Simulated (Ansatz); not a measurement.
# Sn, response to strain

Take Sn in the diamond structure (space group Fd-3m, No. 227; a = 6.474 Å; relaxed with 0.1 eV smearing) as the base.

Strains are applied to the cell and any free atomic positions relax.

Method: Ansatz (a quantum-chemistry and plane-wave program), LDA, PAW, cutoff 420 eV, no SOC.

Candidates:
(a) isotropic strain +2.00 %
(b) isotropic strain −1.50 %
(c) isotropic strain −2.00 %
(d) isotropic strain +0.50 %

Notes on the quantities. energy relative to the base: free energy F.

**Question.** Order them by energy relative to the base, lowest first.

**Answer.** (d) isotropic strain +0.50 % (+1.1 meV/atom), (b) isotropic strain −1.50 % (+10 meV/atom), (a) isotropic strain +2.00 % (+16 meV/atom), (c) isotropic strain −2.00 % (+18 meV/atom)

Whether these cells are dynamically stable was not tested.
